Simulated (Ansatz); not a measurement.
We consider cubic perovskite KZnF₃, described by HSE06 (Ansatz, a quantum-chemistry and plane-wave program, PAW).

Run with plane-wave cutoff 460 eV, 6×6×6 k mesh, Fermi–Dirac smearing 0.01 eV, scalar-relativistic PAW data made under PBE.

Energies at three volumes about the minimum:

```
V (Å³/atom)  E − E_lowest (meV/atom)
-----------  -----------------------
13.374                          0.74
13.571                          0.00
13.910                          1.90
```

### Question
Fit a parabola by hand: where is the minimum, what lattice constant follows, and what is the bulk modulus?

### Answer
Slopes: (0.00 − 0.74)/(13.571 − 13.374) = -3.756 and (1.90 − 0.00)/(13.910 − 13.571) = 5.605 meV/Å³. Curvature E″ = 2 × (5.605 − (-3.756))/(13.910 − 13.374) = 34.929 meV/Å⁶. From the middle of the first interval, the slope vanishes at V0 = 13.4725 − (-3.756)/34.929 = 13.580 Å³/atom. B = V0 E″ = 13.580 × 34.929 meV/Å³ × 0.1602 GPa per meV/Å³ = 76.0 GPa. With 5 atoms in the cube, a = (5 × 13.580)^(1/3) = 4.080 Å. The full Birch–Murnaghan fit to all volumes gives V0 = 13.575 Å³/atom and B0 = 77.3 GPa.

Measured, for comparison: bulk modulus 80 GPa (temperature not stated, no zero-point or thermal correction, (C11+2C12)/3; as tabulated in Vaitheeswaran et al. (2016), arXiv:1609.00541); lattice constant a 4.055 Å (room temperature, no zero-point or thermal correction; as tabulated in Dubrovin et al. (2021), arXiv:2110.13026). Computed less measured: bulk modulus -3.4 %.

Note: the relaxation could not lower the start's symmetry, so the cell can be a saddle point above a distorted one.
